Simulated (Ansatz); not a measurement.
Start from AlN in the wurtzite structure (space group P6_3mc, No. 186; a = 3.1067 Å, c = 4.9785 Å).

Perturbation: every lattice vector is shortened by 4.41 %, atoms relaxed at fixed cell.

Method: r2SCAN (Ansatz, a quantum-chemistry and plane-wave program), no SOC.

Base, band edges from the VBM (valence, conduction): K -2.41, 5.70; H -0.81, 8.15; M -0.71, 6.45; L -1.39, 6.00; A -0.56, 7.23; Γ 0.00, 4.88 eV.

**Question.** Give the band edges at the high-symmetry points of the new zone, measured from its valence-band maximum.

**Answer.** 
```
point  valence edge (eV)  conduction edge (eV)
-----  -----------------  --------------------
Γ                   0.00                  6.17
M                  -0.76                  6.76
K                  -2.63                  5.78
A                  -0.63                  8.51
L                  -1.53                  6.49
H                  -0.84                  8.64
```

The gap is 5.78 eV, indirect, Γ → K.

The cells carry an imposed strain or load. Stability against distortions was not tested.
